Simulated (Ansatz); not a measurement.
The starting structures come from a database of crystals and need not be the phases stable at ambient conditions.

By PBEsol, the system below comes out a metal.

The ballistic (Sharvin) conductance counts the channels at the Fermi level: G/A = (e²/h) × channels of both spins per area.

Data:

```yaml
crystal:
  lattice:
    - [3.22793, 0.00000, 0.00000]
    - [0.13021, 4.49401, 0.00000]
    - [0.00000, 0.00000, 4.43064]
  atoms:
    - { symbol: Sb, position: [0.04335, 0.76354, 0.75000] }
    - { symbol: Sb, position: [0.95665, 0.23646, 0.25000] }
```

Space group of this cell: P2_1/m. The cell is strained (all lengths scaled by 1.02); by PBEsol its mean pressure is -5.2 GPa.

The current flows along the normal of the first two printed cell vectors. No spin-orbit coupling; the value is a mean over 0.1 eV about the Fermi level.

Problem. Give the ballistic conductance per area that PBEsol (Ansatz, a quantum-chemistry and plane-wave program) yields.

Solution. 0.94 × 10¹⁵ S/m² for both spins.
